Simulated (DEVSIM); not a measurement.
System: Ge n-i-p diode, at 400 K.

```csv
layer (left to right),material,thickness (μm),Nd (cm⁻³),Na (cm⁻³),τn (s),τp (s)
1,Ge,0.410,6.3e18,-,1e-6,1e-6
2,Ge,33.0,-,6.1e12,1e-6,1e-6
3,Ge,2.80,-,3.9e18,1e-6,1e-6
```

Left contact: ohmic. Right contact: ohmic. Voltage is applied to the left contact. Recombination: SRH at mid-gap, Auger. Mobility is μmin + (μ − μmin)/(1 + (N/Nref)^α).

The device is made up for the run: typed textbook-type constants, with dimensions and the other settings drawn at random. Values at 300 K; Nc and Nv go as T^1.5, mobilities as T to minus their exponent, the gap by Varshni's rule with the affinity fixed.

| parameter | Ge |
|---|---|
| gap (eV) | 0.664 |
| affinity (eV) | 4 |
| permittivity | 16 |
| Nc (cm⁻³) | 1.04e19 |
| Nv (cm⁻³) | 6e18 |
| μn (cm²/Vs) | 3900 |
| μp (cm²/Vs) | 1900 |
| μn,min | 150 |
| μp,min | 100 |
| Nref,n | 2.6e17 |
| Nref,p | 4e17 |
| αn | 0.56 |
| αp | 0.6 |
| T exponent of μn | 1.66 |
| T exponent of μp | 2.33 |
| Cn (cm⁶/s) | 1e-31 |
| Cp (cm⁶/s) | 1e-31 |
| Varshni α (eV/K) | 0.000477 |
| Varshni β (K) | 235 |

Model (solved in DEVSIM): 1D drift-diffusion, Boltzmann statistics, complete ionisation; no tunnelling, impact ionisation, image-force lowering or self-heating.

Question: Give the dark forward current.

Answer: 
```
V (V)  J (A/cm²)
-----  ---------
-0.05      -0.43
-0.10       -1.4
-0.15       -3.9
-0.20        -11
-0.25        -32
-0.30       -100
-0.35       -320
-0.40       -980
-0.45      -2700
```
